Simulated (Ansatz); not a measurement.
The starting structures come from a database of crystals and need not be the phases stable at ambient conditions.

 Where the default PAW files enter, the runs use the earlier of Ansatz's two default sets.

The decay constant κ of evanescent states in the gap governs leakage through a thin film.

Here is the system:

```
IrP2
1.0
    5.77234     0.00000     0.00000
    0.00000     5.80673     0.00000
    2.12850     0.00000     5.47314
P Ir
8 4
Cartesian
  6.71266   0.68589   4.76322
  1.18817   5.12084   0.70992
  2.25242   3.58926   3.44649
  5.64841   2.21747   2.02665
  4.24386   3.61637   1.03196
  3.65698   2.19036   4.44118
  2.59273   0.71301   1.70461
  5.30811   5.09372   3.76853
  5.88789   2.91016   4.33243
  2.01295   2.89657   1.14071
  3.07720   0.00679   3.87728
  4.82364   5.79994   1.59586
```

Space group of this cell: P2_1/c. The cell is taken as given.

Transport runs along the normal of the first two printed cell vectors.

The gap is the functional's own. No spin-orbit coupling. Mid-gap values are interpolated on the energy grid.

Q: Predict the band gap and the smallest decay constant κ at mid-gap from r2SCAN run with Ansatz (a quantum-chemistry and plane-wave program).

A: Gap 0.72 eV on a 6×6×6 mesh; κ = 0.145 1/Å, at (0.333, 0.500) of the in-plane reciprocal vectors. At the zone centre, at the nearest computed energy, the slowest state has κ = 0.19 1/Å.
